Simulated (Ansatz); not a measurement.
Take InAgTe2 in the chalcopyrite structure (space group I-42d, No. 122; a = 6.431 Å, c = 12.767 Å) as the base. Axes: x, y, z lie along a, b, c of the conventional cell.

All numbers come from plane-wave PAW DFT at the PBEsol level (Ansatz, a first-principles code, 420 eV), without spin-orbit coupling.

Base values:

```
Property                              Result
---------------------  ---------------------
Pressure                            0.00 GPa
Valence-band top at Γ  0.00, -0.07, -0.07 eV
Band gap                             0.08 eV
```

Now apply this change: uniaxial strain ε_yy = −5.48 %, all other strain components held at zero; the atoms relax in the strained cell.

Q: What happens to the pressure, valence-band top at Γ and band gap?

A: The pressure (mean of the normal stresses, compression positive) goes from zero to 2.83 GPa; the valence-band top at Γ (three highest levels, from the VBM) changes from 0.00, -0.07, -0.07 eV to 0.00, -0.11, -0.19 eV; the band gap increases by 0.06 eV, from 0.08 eV to 0.14 eV.

Spin-orbit coupling, missing from the scalar runs, can matter with Te. No phonon test of stability was made. The zero or small gap of InAgTe2 can change with the level of theory.
